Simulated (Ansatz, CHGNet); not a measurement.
# Rock-salt TaC: properties by level of theory

Reference values: lattice constant a 4.456 Å (measured, 300 K, not corrected to a static lattice; as tabulated in Wikipedia's data pages); formation enthalpy -0.747 eV/atom (measured, 298 K, copied from a table, unchecked, no zero-point or thermal correction; as tabulated in Wang et al. (2021), doi:10.1038/s41598-021-94550-5).

| level (code) | lattice parameter a (Å) | formation enthalpy (eV/atom) |
|---|---|---|
| CHGNet 0.3.0 | 4.485 | -0.575 |
| LDA (Ansatz) | 4.414 | -0.689 |
| PBE-D4 (Ansatz) | 4.456 | -0.653 |
| rVV10 (Ansatz) | 4.502 | -0.516 |
| PBE0-D3(BJ) (Ansatz) | 4.415 | -0.782 |

Differences from the reference values (errors of the level alone only where the reference is corrected to a static lattice):

```
level         lattice constant a (%)  formation enthalpy (eV/atom)
------------  ----------------------  ----------------------------
CHGNet 0.3.0                   +0.65                        +0.172
LDA                            -0.94                        +0.058
PBE-D4                          0.00                        +0.094
rVV10                          +1.03                        +0.231
PBE0-D3(BJ)                    -0.92                        -0.035
```

Nearest: lattice constant a, not ranked (reference at room or unstated temperature); formation enthalpy, PBE0-D3(BJ) or LDA or PBE-D4.

Machine-learned potentials (CHGNet 0.3.0) are trained on DFT data: a solid inside that data is no test of them.

Ansatz's density-functional and Hartree–Fock values are scalar-relativistic unless marked +SOC, with PAW data made under PBE.

Differences are worked out from the printed values.

The computed numbers hold no vibrational or temperature effects.

Ansatz is a first-principles code.
